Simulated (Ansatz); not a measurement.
Take CdS in the zinc blende structure (space group F-43m, No. 216; a = 5.824 Å) as the base.

It is then changed as follows: full substitution S → Se; the structure is relaxed again.

Levels (all Ansatz, a program for electronic structure, PAW): PBEsol (420 eV, no spin-orbit coupling); r2SCAN (500 eV, without spin-orbit coupling); HSE06 (420 eV, without spin-orbit coupling).

At the geometry relaxed with PBEsol, these levels gave the following band gaps, in shuffled order: (a) 1.55 eV, (b) 1.10 eV, (c) 0.48 eV.

Task: Match each gap to its level.

Result: (a) HSE06; (b) r2SCAN; (c) PBEsol.

Single points use the geometry relaxed with PBEsol. Stability against distortions was not tested.
